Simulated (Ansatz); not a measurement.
GaAlN2 (P3m1, No. 156, 4 atoms in the cell; start mp-1228894) was calculated with HSE06 in Ansatz (PAW).

Numerical settings: plane-wave cutoff 460 eV, 9×9×6 k mesh (along the axes of the cell as run), Fermi–Dirac smearing 0.01 eV, scalar-relativistic PAW data made under PBE.

Cell (relaxed with PBEsol):

```
AlGaN2
1.0
    3.14661     0.00000     0.00000
   -1.57330     2.72504     0.00000
    0.00000     0.00000     5.09643
Al Ga N
1 1 2
Direct
  0.00000   0.00000   0.99952
  0.66667   0.33333   0.49720
  0.66667   0.33333   0.11254
  0.00000   0.00000   0.62712
```

Question: Estimate the band gap that the calculation returns.

Answer: 
band gap: 4.19 eV (on the SCF k mesh)

Note: cell and atoms aren't relaxed at this level (largest force component 0.08 eV/Å, pressure -0.9 GPa).

Spin–orbit coupling is not included.

Computed values are for the static lattice.

A start named mp-… is a Materials Project structure, which need not be a measured phase.

Ansatz is an electronic-structure program.
